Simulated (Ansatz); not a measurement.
## Do energy and pressure agree? Two volumes of NiAl (P4mm, 2 atoms in the cell)

```yaml
crystal:
  lattice:
    - [2.88133, 0.00000, 0.00000]
    - [0.00000, 2.88133, 0.00000]
    - [0.00000, 0.00000, 2.88133]
  atoms:
    - { symbol: Al, position: [0.50000, 0.50000, 0.51735] }
    - { symbol: Ni, position: [0.00000, 0.00000, 0.00000] }
```

Method of the run: LDA (PW92), default PAW files made with PBE (plane waves; Ansatz, a quantum-chemistry and plane-wave program).

Settings: basis.ecutwfc = 1010 eV; kpoints.mp_grid.grid = 11 11 11; hamiltonian.xc = lda; hamiltonian.pseudopotentials = {kind: paw} (the program's default PAW files); scf.occupations.method = fermi_dirac; scf.occupations.width = 0.1 eV. This cutoff ends a ladder whose last two steps agree within 1 meV/atom.

The second cell is the first with its lattice scaled by 0.98, at the same fractional positions.

The starting cell has typed, rounded lattice constants, without a prior relaxation at this level. Its lattice was rescaled by up to half a per cent. One atom was moved a little off its site on purpose. Spin polarisation is off. Ansatz's pressure includes its estimate of the finite-basis (Pulay) stress.

| cell | volume (Å³/atom) | pressure (GPa) | F less the first cell's (meV/atom) |
|---|---|---|---|
| first | 11.9605 | -8.21 | 0.00 |
| second | 11.2571 | 2.14 | ? |

**Question.** Estimate the energy of the second cell from the pressures, and the bulk modulus between the two volumes.

**Answer.** With P = −dF/dV, the trapezoid gives ΔF ≈ −(P₁ + P₂)/2 · ΔV = −(-3.035 GPa) · (-0.7034 Å³) = -13.32 meV/atom (1 eV/Å³ = 160.22 GPa). The modulus at fixed fractional positions is B = −ΔP/Δln V = 171 GPa, a mean over the interval. P(V) is curved, so the trapezoid lies high by about |ΔV|³·B·(1 + B′)/(12·V̄²) = 1.15 meV/atom for an assumed B′ = 4, which leaves -14.47 meV/atom. The runs gave -14.57 meV/atom, a miss of 0.10 meV/atom. Cases were kept where this miss is small, so the page shows the method and is no test of it.

Left out of this page: 15 runs of the series outside the window shown, repeating another row's setting, or not comparable.

Keys are those of Ansatz 0.2.
